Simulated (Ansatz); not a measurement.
## BeS, response to strain

The parent structure is BeS in the zinc blende structure (space group F-43m, No. 216).

```
CELL_PARAMETERS angstrom
      0.00000     2.39818     2.39818
      2.39818     0.00000     2.39818
      2.39818     2.39818     0.00000
ATOMIC_POSITIONS crystal
  Be 0.00000 0.00000 0.00000
  S  0.25000 0.25000 0.25000
```

Cartesian axes are those of the cell as printed.

Strains are applied to the cell and any free atomic positions relax.

The values are results of Ansatz (a program for electronic structure), LDA, PAW, cutoff 420 eV, scalar-relativistic without spin-orbit coupling, not measurements.

Notes on the quantities. energy relative to the base: free energy F; pressure: mean of the normal stresses, compression positive.

```csv
case,smallest direct gap,energy relative to the base,pressure
base,5.49 eV,0 meV/atom,0.00 GPa
tensor shear ε_xy = +0.29 %,5.44 eV,+0.1 meV/atom,0.00 GPa
tensor shear ε_xy = +2.00 %,5.07 eV,+6.0 meV/atom,0.08 GPa
tensor shear ε_xy = +1.43 %,5.19 eV,+3.1 meV/atom,0.04 GPa
tensor shear ε_xy = +1.14 %,5.25 eV,+1.9 meV/atom,0.02 GPa
tensor shear ε_xy = +0.86 %,5.32 eV,+1.1 meV/atom,0.01 GPa
tensor shear ε_xy = +0.57 %,[?],[?],0.00 GPa
tensor shear ε_xy = +1.71 %,5.13 eV,+4.4 meV/atom,0.06 GPa
```

**Question.** Some entries are withheld; estimate them.

**Answer.** 
- tensor shear ε_xy = +0.57 %, smallest direct gap: 5.38 eV
- tensor shear ε_xy = +0.57 %, energy relative to the base: +0.5 meV/atom

No phonon test of stability was made.
